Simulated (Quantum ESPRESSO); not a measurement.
# Effort and miss along a sweep of K_POINTS: a (001) slab of CsSnI3 (cut from a parent of space group no. 221; 10 atoms in the cell)

Cell: a = 6.1919 Å, b = 6.1919 Å, c = 19.4293 Å, α = 90.00°, β = 90.00°, γ = 90.00°.

Computed with LDA (PW92), PseudoDojo standard norm-conserving (LDA) pseudopotentials (plane waves; Quantum ESPRESSO).

Base settings: ecutwfc = 75 Ry; occupations = smearing; smearing = cold; degauss = 0.0073499 Ry; potentials = {Cs: Cs.upf, Sn: Sn.upf, I: I.upf}; K_POINTS = automatic 5 5 1 0 0 0; conv_thr = 1e-11 Ry; mixing_beta = 0.3.

Misses are taken against the tightest run, automatic 13 13 1 0 0 0, which need not be fully converged itself. The energy is the free energy per atom.

The count of work is k-points × plane waves × bands × iterations; it is no time, and leaves out set-up, grids and terms that scale otherwise. Core times come from one kind of shared machine and are given to one figure; runs under 30 s give none.

The starting cell comes from a database of computed structures (which also holds hypothetical and non-ambient phases and stackings), without a prior relaxation at this level. The slab is cut from that crystal, and its faces are unrelaxed. Its lattice was rescaled in the plane by a random factor within 2.5 % of one. Spin polarisation is off, though cut faces can carry moments; a gap of a slab can lie between surface states. The two faces of this cut differ, and no dipole correction was used.

```tsv
K_POINTS	energy less reference (meV/atom)	largest difference in the force on any atom (eV/Å)	count of work / reference	core time / reference (rough)
automatic 1 1 1 0 0 0	-445.23	0.187	0.036	0.04
automatic 2 2 1 0 0 0	131.57	0.281	0.11	0.1
automatic 3 3 1 0 0 0	-27.53	0.065	0.11	0.1
automatic 4 4 1 0 0 0	10.85	0.060	0.21	0.2
automatic 5 5 1 0 0 0	-3.80	0.022	0.21	0.2
automatic 6 6 1 0 0 0	1.74	0.018	0.36	0.4
automatic 7 7 1 0 0 0	-0.73	0.008	0.36	0.4
automatic 9 9 1 0 0 0	-0.16	0.003	0.54	0.6
automatic 11 11 1 0 0 0	-0.03	0.001	0.75	0.8
automatic 13 13 1 0 0 0	0.00	0.000	1.0	1
```

Coarsest setting among those run that, with all tighter ones, holds the energy within 20 meV/atom of the reference: automatic 4 4 1 0 0 0, off by 11 meV/atom; it needs 0.21 of the reference's count of work and about 0.2 of the reference's time.

Coarsest setting among those run that, with all tighter ones, holds the energy within 10 meV/atom of the reference: automatic 5 5 1 0 0 0, off by 3.8 meV/atom; it needs 0.21 of the reference's count of work and about 0.2 of the reference's time.

The step from automatic 3 3 1 0 0 0 to automatic 7 7 1 0 0 0: it takes the miss in the energy from 28 to 0.73 meV/atom, for 3.3 times the count of work and roughly 3 times the time.
